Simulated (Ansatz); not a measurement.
SiC (space group P6_3mc, No. 186)

```cif
data_C4Si4
_chemical_formula_sum 'Si4 C4'
_space_group_name_H-M_alt 'P 1'
_space_group_IT_number 1
_cell_length_a 3.05845
_cell_length_b 3.05845
_cell_length_c 10.01200
_cell_angle_alpha 90.000
_cell_angle_beta 90.000
_cell_angle_gamma 120.000
loop_
_space_group_symop_operation_xyz
  'x, y, z'
loop_
_atom_site_label
_atom_site_type_symbol
_atom_site_fract_x
_atom_site_fract_y
_atom_site_fract_z
_atom_site_occupancy
Si1 Si 0.00000 0.00000 0.50031 1
Si2 Si 0.00000 0.00000 0.00031 1
Si3 Si 0.33333 0.66667 0.25025 1
Si4 Si 0.66667 0.33333 0.75025 1
C1 C 0.00000 0.00000 0.31286 1
C2 C 0.00000 0.00000 0.81286 1
C3 C 0.33333 0.66667 0.06221 1
C4 C 0.66667 0.33333 0.56221 1
```

Method: plane-wave PAW DFT at the LDA level (Ansatz, a quantum-chemistry and plane-wave program, 420 eV), without spin-orbit coupling. k-mesh 12×12×4 (Γ-centred); smearing 0.05 eV (Fermi–Dirac).

| Item | Value |
|---|---|
| Volume per atom | 10.14 Å³ |
| Density | 3.28 g/cm³ |
| Band gap | 2.18 eV, indirect, Γ → M |
| Total energy | -426.102 eV/atom (σ→0; compares only within this code and set-up) |

Whether these cells are dynamically stable was not tested.
